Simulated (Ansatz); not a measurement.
Data:

```xyz
2
Lattice="0.0000 2.2309 2.2309 2.2309 0.0000 2.2309 2.2309 2.2309 0.0000" Properties=species:S:1:pos:R:3 pbc="T T T"
N      3.3463     3.3463     3.3463
Ga     0.0000     0.0000     0.0000
```

No spin polarisation.

Level of theory: r2SCAN, PAW, 500 eV (Ansatz, a first-principles code; no spin-orbit coupling). Settings: 13×13×13 k-points, 0.05 eV Fermi–Dirac smearing.

Q: Predict the band gap, electron mass and gap character.

A: 
```json
{
  "band_gap": "2.33 eV",
  "electron_mass": "0.18 mₑ (at Γ)",
  "gap_character": "direct at Γ"
}
```

Load acts through the strain it causes; cell and atoms are relaxed under it. Effective masses come from finite differences of ±0.01 Å⁻¹. No phonon test of stability was made. Tetrahedral semiconductors of this kind turn to denser phases somewhere between about 1 and 50 GPa; those were not computed, so compressed cells here can lie past the real transition. The cell was made from GaN in the zinc blende structure (space group F-43m, No. 216) by this change: pressure 5 GPa. This is not the structure that GaN has at room temperature and ambient pressure.
